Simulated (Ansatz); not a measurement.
A computed series for Ge: response to strain

The reference is Ge in the diamond structure (space group Fd-3m, No. 227; a = 5.622 Å).

Strains are applied to the cell and any free atomic positions relax.

Computed with DFT with LDA, PAW potentials and a 420 eV plane-wave cutoff in Ansatz (an electronic-structure program), no spin-orbit coupling.

Notes on the quantities. energy relative to the base: free energy F.

```tsv
change	band gap	energy relative to the base	pressure
base	zero	0 meV/atom	0.0 GPa
isotropic strain −2.50 %	0.34 eV	+31 meV/atom	6.5 GPa
isotropic strain −2.00 %	…	…	…
isotropic strain −1.00 %	0.20 eV	+4.6 meV/atom	2.3 GPa
isotropic strain −0.50 %	0.12 eV	+1.1 meV/atom	1.1 GPa
isotropic strain +0.50 %	zero	+1.1 meV/atom	-1.0 GPa
isotropic strain +1.50 %	zero	+9.5 meV/atom	-2.9 GPa
isotropic strain +2.00 %	zero	+17 meV/atom	-3.7 GPa
isotropic strain +2.50 %	zero	+25 meV/atom	-4.4 GPa
isotropic strain +3.00 %	zero	+36 meV/atom	-5.1 GPa
```

### Question
Some entries are withheld; estimate them.

### Answer

- isotropic strain −2.00 %, band gap: 0.30 eV
- isotropic strain −2.00 %, energy relative to the base: +19 meV/atom
- isotropic strain −2.00 %, pressure: 5.0 GPa

Stability against distortions was not tested. The zero or small gap of Ge can change with the level of theory.
